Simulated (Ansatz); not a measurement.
The parent structure is BP in the zinc blende structure (space group F-43m, No. 216; a = 4.5202 Å). Axes: x, y, z lie along the cube axes.

Modification: biaxial strain −0.91 %, plane normal [001], relaxed out of plane (Cartesian); in-plane vectors clamped, the third vector and the atoms free.

Levels (all Ansatz, an electronic-structure program, PAW, earlier PAW set): PBEsol (420 eV, no SOC); r2SCAN (500 eV, without spin-orbit coupling).

The geometry is relaxed with PBEsol.

```
Property                                       Value
--------------------  ------------------------------
PBEsol pressure                             2.44 GPa
PBEsol gap character  indirect, Γ → Γ–X (84 % along)
PBEsol band gap                              0.99 eV
```

What does r2SCAN give at this geometry for the pressure, gap character and band gap?

The pressure goes up by 1.955 GPa to 4.39 GPa; the gap character stays indirect, Γ → Γ–X (84 % along); the band gap grows by 0.28 eV (0.99 eV → 1.27 eV).

Single points use the geometry relaxed with PBEsol. Their cutoffs differ, which shifts pressures a little. Whether these cells are dynamically stable was not tested. k-point labels follow each cell's own Brillouin zone.
